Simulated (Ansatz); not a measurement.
Formation energy of the bound charge states of Hf on the Si site in beta Si3N4 (start: the Si(1,4-fold) site; 84-site cell, 2×2×2 shifted sampling) against the Fermi level, Si-rich (Δμ(Si) = 0.00 eV, Δμ(Hf) = -1.63 eV, bounded by HfSi (Pnma); only phases computed here count, gases as isolated molecules at 0 K). Level of theory: PBE, PAW (plane waves to 420 eV; Ansatz, an electronic-structure program).

Set-up: 84-site cell; 2×2×2 shifted k-points; host gap 4.25 eV; charged states image-corrected; no spin–orbit coupling; not converged in cell size; flagged in the runs: a doubtful potential alignment, a host whose relaxation on this sampling wasn't shown to rest, a strain field that reaches the edge of the cell.

Left out: charge +1 (carrier in host band states).

| E_F − E_VBM (eV) | q = 0 | q = −1 |
|---|---|---|
| 0.00 | 2.32 | 6.18 |
| 0.53 | 2.32 | 5.65 |
| 1.06 | 2.32 | 5.12 |
| 1.60 | 2.32 | 4.59 |
| 2.13 | 2.32 | 4.05 |
| 2.66 | 2.32 | 3.52 |
| 3.19 | 2.32 | 2.99 |
| 3.72 | 2.32 | 2.46 |
| 4.25 | 2.32 | 1.93 |

Crossings of the lowest lines: (0/−1) at 3.86 eV.
